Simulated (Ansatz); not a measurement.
Take Sn in the diamond structure (space group Fd-3m, No. 227; a = 6.566 Å) as the base. Axes: x, y, z lie along the cube axes.

Method: Kohn–Sham DFT with the r2SCAN functional, run in Ansatz (an electronic-structure program) with PAW and 500 eV plane waves, no SOC.

Before the change:

- Shortest interatomic distance: 2.843 Å
- Pressure: 0.0 GPa

Perturbation: uniaxial strain ε_zz = −2.50 %, all other strain components held at zero; the atoms relax in the strained cell.

Predict the new energy relative to the base.

The energy increases by 4.7 meV/atom.

Estimate the effect on the shortest interatomic distance.

The shortest interatomic distance shrinks by 0.023 Å to 2.820 Å.

Estimate the effect on the pressure.

The pressure (mean of the normal stresses, compression positive) goes from zero to 1.2 GPa.

Whether these cells are dynamically stable was not tested.
